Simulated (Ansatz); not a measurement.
Input:

End structure of the (111)A surface of zinc-blende InSb, In-terminated, CH3 on every top atom (bottom of the slab: 3 H on 4 bottom sites):

```
CELL_PARAMETERS angstrom
      9.38685     0.00000     0.00000
     -4.69342     8.12925     0.00000
      0.00000     0.00000    33.00000
ATOMIC_POSITIONS crystal
  Sb 0.00321 0.99679 0.30645
  Sb 0.49358 0.99679 0.30645
  Sb 0.00321 0.50642 0.30645
  Sb 0.50000 0.50000 0.28537
  In 0.34812 0.19625 0.32864
  In 0.83333 0.16667 0.32878
  In 0.34812 0.65188 0.32864
  In 0.80375 0.65188 0.32864
  Sb 0.33333 0.16667 0.41545
  Sb 0.83333 0.16667 0.41545
  Sb 0.33333 0.66667 0.41545
  Sb 0.83333 0.66667 0.41545
  In 0.16667 0.33333 0.44448
  In 0.66667 0.33333 0.44448
  In 0.16667 0.83333 0.44448
  In 0.66667 0.83333 0.44448
  Sb 0.16657 0.33329 0.53112
  Sb 0.66671 0.33328 0.53112
  Sb 0.16667 0.83333 0.53115
  Sb 0.66672 0.83343 0.53112
  In 0.99980 0.00021 0.56143
  In 0.50041 0.00020 0.56143
  In 0.99979 0.49959 0.56143
  In 0.50000 0.50000 0.56137
  Sb 0.00007 0.99993 0.64716
  Sb 0.49986 0.99993 0.64716
  Sb 0.00007 0.50014 0.64716
  Sb 0.50000 0.50000 0.64712
  In 0.33339 0.16678 0.67898
  In 0.83333 0.16667 0.67894
  In 0.33339 0.66661 0.67898
  In 0.83322 0.66661 0.67898
  H  0.99827 0.00173 0.25440
  H  0.50346 0.00173 0.25440
  H  0.99827 0.49654 0.25440
  C  0.33353 0.16706 0.74562
  H  0.45659 0.20085 0.75670
  H  0.29968 0.25626 0.75672
  H  0.24428 0.04394 0.75666
  C  0.83333 0.16667 0.74558
  H  0.95642 0.20056 0.75666
  H  0.79944 0.25586 0.75666
  H  0.74414 0.04358 0.75666
  C  0.33353 0.66646 0.74562
  H  0.45658 0.70032 0.75672
  H  0.29966 0.75572 0.75666
  H  0.24426 0.54341 0.75670
  C  0.83294 0.66647 0.74562
  H  0.95606 0.70034 0.75666
  H  0.79915 0.75574 0.75670
  H  0.74374 0.54342 0.75672
```

Set-up: 51 atoms, 16.8 Å thick at the start with caps and adatoms; mesh 3x3x1; 0.025 eV smearing; dipole correction on; 8 atoms held, the rest relaxed; symmetry of the start imposed; spin-polarised, no spin-orbit, no U. The slab shows no gap over 0.04 eV on its mesh. The starting moment vanished. It is one candidate, not shown to be the stable structure of the face.

Q: What is the computed work function of the top face (PBE in Ansatz, an electronic-structure program)?

A: 4.98 eV
